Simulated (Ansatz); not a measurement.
The parent structure is HfSiO₄ (space group I4_1/amd, No. 141; a = 6.5821 Å, c = 5.9661 Å). Axes: x, y, z lie along a, b, c of the conventional cell.

Computed with PBEsol (Ansatz, a first-principles code; PAW; 420 eV plane waves; spin-orbit coupling left out).

Before the change:

The pressure is 0.00 GPa.

Now apply this change: biaxial strain +2.29 %, plane normal [001], relaxed out of plane (Cartesian); in-plane vectors clamped, the third vector and the atoms free.

### Question
What happens to the pressure and out-of-plane strain?

### Answer
The pressure (mean of the normal stresses, compression positive) goes from zero to -5.41 GPa; the out-of-plane strain is -1.30 %.

Whether these cells are dynamically stable was not tested.
